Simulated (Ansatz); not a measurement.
GaAs (P4/mmm, No. 123, 2 atoms in the cell; start mp-1059094; a measured phase of this formula has another space group) was calculated with LDA in Ansatz (plane waves, PAW).

Settings: plane-wave cutoff 520 eV, 20×10×20 k mesh (along the axes of the cell as run), Fermi–Dirac smearing 0.05 eV, scalar-relativistic PAW data made under PBE.

Cell (relaxed at this level):

GaAs has the tetragonal space group P4/mmm (No. 123), Pearson symbol tP2. Lattice parameters: a = 2.642 Å, b = 2.642 Å, c = 5.344 Å, α = 90.00°, β = 90.00°, γ = 90.00°. Ga on 1b is coordinated by 4 Ga at 2.642 Å and 2 As at 2.672 Å (octahedral). As on 1a sees 4 As at 2.642 Å and 2 Ga at 2.672 Å (octahedral). (Neighbours: up to the widest gap in distance over summed covalent radii, below 1.35, at either atom; cation-cation and far metal-metal contacts left out.)

Q: What does this level give for the bulk modulus?

A: 
- bulk modulus: 77.4 GPa

The run finds no gap.

Note: the bulk modulus is −V dP/dV from two relaxed cells at ±2 % in volume; the relaxation could not lower the start's symmetry, so the cell can be a saddle point above a distorted one.

The result took around 18 core-minutes (rough).

A start named mp-… is a Materials Project structure, which need not be a measured phase.

Ansatz is a quantum-chemistry and plane-wave program.
